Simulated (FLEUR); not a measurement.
Worked example: self-consistent single point of I (Cmce, 4 atoms in the cell) in FLEUR.

Method of the run: FLEUR with PBE, all-electron FLAPW (FLEUR), scalar-relativistic valence.

The change in words: lattice scaled by 0.98. Reference geometry:
```
I
1.0
    2.40290    -3.64700     0.00000
    2.40290     3.64700     0.00000
    0.00000     0.00000     9.82231
I
4
Direct
  0.84600   0.84600   0.88300
  0.65400   0.65400   0.38300
  0.34600   0.34600   0.61700
  0.15400   0.15400   0.11700
```

Reference input (self-consistent single point, DFT, PBE, all-electron FLAPW (FLEUR), scalar-relativistic valence): Kmax = 4.2 1/bohr; GmaxXC = 12.6 1/bohr; xcFunctional = pbe; jspins = 1; l_soc = F; mode = hist; fermiSmearingEnergy = 0.00036749 Htr; mesh (inpgen div1-3) = 4 4 2; inpgen gamma flag = true; Gmax = 12.6 1/bohr; numbands = 0; maxIterBroyd = 15. This run's input differs from it in these lines:

```diff
@@ -3,5 +3,5 @@
 &input film=f /
-4.5408304638 -6.8918236176 0.0000000000
-4.5408304638 6.8918236176 0.0000000000
-0.0000000000 0.0000000000 18.5614701420
+4.4500140057 -6.7539869941 0.0000000000
+4.4500140057 6.7539869941 0.0000000000
+0.0000000000 0.0000000000 18.1902410037
 1.0
@@ -45,5 +45,5 @@
          <bravaisMatrix>
-            <row-1>    4.5408304637999999    -6.8918236176000001     0.0000000000000000</row-1>
-            <row-2>    4.5408304637999999     6.8918236176000001     0.0000000000000000</row-2>
-            <row-3>    0.0000000000000000     0.0000000000000000    18.5614701420000010</row-3>
+            <row-1>    4.4500140056999999    -6.7539869940999999     0.0000000000000000</row-1>
+            <row-2>    4.4500140056999999     6.7539869940999999     0.0000000000000000</row-2>
+            <row-3>    0.0000000000000000     0.0000000000000000    18.1902410036999989</row-3>
          </bravaisMatrix>
```

Output (repeated stretches shortened):

```
 Iteration:     1   Distance:       4.17727324 me/bohr^3
 Iteration:     2   Distance:       3.91080533 me/bohr^3
 Iteration:     3   Distance:       1.39020399 me/bohr^3
 Iteration:     4   Distance:       0.33187197 me/bohr^3
 Iteration:     5   Distance:       0.26134906 me/bohr^3
   [... 5 lines left out ...]
 Iteration:    11   Distance:       0.00017120 me/bohr^3
 Iteration:    12   Distance:       0.00007876 me/bohr^3
 Iteration:    13   Distance:       0.00004581 me/bohr^3
 Iteration:    14   Distance:       0.00000597 me/bohr^3
 Reset of history
 Run finished successfully
 Stop message:
   Structural relaxation: new displacements generated

[file out, last iteration]
             iter=     15
[...]
          total density-effective poten   -4.7535924284E+04
          total charge density-energy d   -7.2665846084E+02
 Updated energy parameters for spin:           1
[...]
 fermi energy and band-weighting factors:

[...]
FERMIE:
          first approx. to ef    (T=0)  :   0.137515 htr   (energy of the highest occ. eigenvalue)
          number of occ. states  (T=0)  :        476
          first approx. to seigv (T=0)  : -61.525013 htr
          sum of weights of occ. states :  34.000000
          sum of semicore charge        :   0.000000 e
FERHIS:  Fermi-Energy by histogram:
          bandgap                     :   0.046203 htr
   [... lines left out ...]
          charge neutrality (T=0)     :   0.000000    (zero if the highest occ. eigenvalue is "entirely" occupied)
 Direct bandgap for spin            1 :    5.4386985486940653E-002  Htr
   [... lines left out ...]
 ---->    (input%tkb*entropy) TS=              0.0000000000 htr
 ---->    free energy=                    -28476.2640051034 htr
      extrapolation for T->0
 ---->    total electron energy=          -28476.2640051034 htr
 ***** TOTAL FORCES ON ATOMS *****
 TOTAL FORCE FOR ATOM TYPE=  1  X= -1.371   Y=  0.000   Z= -2.128
                       FX_TOT=-0.008538 FY_TOT= 0.000000 FZ_TOT=-0.015038
```

The run converged in 14 iterations. FLEUR gives forces in its relaxation mode, with a further iteration, so its stop message speaks of a relaxation. Against the reference run the free energy goes up by 26.7 meV/atom and the gap on the mesh goes from 1.162 to 1.257 eV.

The starting cell has typed, rounded lattice constants, without a prior relaxation at this level. Its lattice was rescaled by a random factor within 2.5 % of one. For this run, on top of that: lattice scaled by 0.98. Spin-orbit coupling is off. Values depend on the basis (sphere radii, cutoffs, local orbitals), which need not be converged.

Cost on one core of a shared machine: roughly 2 min.
